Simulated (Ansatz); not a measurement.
Input:

```xyz
5
Lattice="5.7536 0.0000 0.0000 0.0000 5.7536 0.0000 0.0000 0.0000 5.5837" Properties=species:S:1:pos:R:3 pbc="T T T"
Cs     0.0000     0.0000     0.0000
Pb     2.8768     2.8768     2.7919
Cl     2.8768     0.0000     2.7919
Cl     0.0000     2.8768     2.7919
Cl     2.8768     2.8768     0.0000
```

No spin polarisation.

The values are results of PBEsol (Ansatz, a first-principles code; PAW; 420 eV plane waves; no spin-orbit coupling), not measurements. Γ-centred 6×6×6 mesh, Fermi–Dirac width 0.05 eV.

Question: Predict the pressure and band gap.

Answer: The pressure (mean of the normal stresses, compression positive) is -0.89 GPa and the band gap comes out as 1.92 eV.

Spin-orbit coupling, missing from the scalar runs, can matter with Pb. The cells carry an imposed strain or load. Stability against distortions was not tested. The cell was made from CsPbCl3 in the cubic perovskite structure (space group Pm-3m, No. 221) by this change: biaxial strain +2.40 %, plane normal [001], relaxed out of plane. Many cubic perovskites are stable only at high temperature; tilts and polar distortions were not tested. This is not the structure that CsPbCl3 has at room temperature and ambient pressure.
